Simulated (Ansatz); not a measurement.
Functionals compared on the (322) surface of fcc Au in its 1x1 cell, outermost plane spacing 0.50 Å in the ideal cut, in Ansatz (plane waves, PAW). The structure was relaxed with PBE; the other rows are single points on it, each with its references at the same level. Cutoff 420 eV (500 eV for r2SCAN).

Set-up: 21 atoms, 10.1 Å thick at the start (thin: gaps and levels are the slab's own); mesh 13x3x1; 0.1 eV smearing; dipole correction on; all atoms relaxed; symmetry of the start imposed; no spin, no spin-orbit, no U. These notes are the PBE run's.

| functional | surface energy (J/m²) | work function of the top face (eV) | rough cost of the single point |
|---|---|---|---|
| PBE | 0.78 | 5.14 | – |
| LDA | 1.28 | 5.56 | around 8 core-minutes (rough) |
| PBEsol | 1.12 | 5.28 | around 8 core-minutes (rough) |
| RPBE | 0.55 | 4.96 | very roughly 7 core-minutes |
| r2SCAN | 0.97 | 5.15 | about 15 core-minutes (a rough figure) |

Ansatz is a first-principles code.
